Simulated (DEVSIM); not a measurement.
Device: TaN/HfO2/n-Si capacitor, at 300 K.

| layer (left to right) | material | thickness (nm) | Nd (cm⁻³) |
|---|---|---|---|
| 1 | HfO2 | 5.50 | - |
| 2 | Si | 500 | 2.6e17 |

Metal gate on the left, work function 4.4 eV. Fixed charge at the semiconductor interface 0 cm⁻² (in units of +e); no interface traps.

This is a model device: material constants are rounded textbook-type values typed into the input, and sizes, dopings and lifetimes were drawn at random. Values at 300 K.

```
parameter      HfO2       Si
-------------  ----  -------
gap (eV)        5.7    1.124
affinity (eV)   2.5     4.05
permittivity     22     11.7
Nc (cm⁻³)         -  2.86e19
Nv (cm⁻³)         -   3.1e19
```

Simulated with DEVSIM: 1D Poisson equation in equilibrium, Boltzmann statistics, complete ionisation; no quantum confinement or tunnelling. Metal contacts follow the ideal Schottky-Mott rule: no Fermi-level pinning, no interface dipoles.

Question: Give the band bending (positive: bands bend down) and minority sheet density.

Answer: 
```
Vg (V)  ψs (V)  minority carriers (cm⁻²)
------  ------  ------------------------
-0.9    -0.989                    1.3e12
-0.6    -0.757                     2.6e8
-0.3    -0.473                     < 1e8
0       -0.194                     < 1e8
0.3      0.047                     < 1e8
```
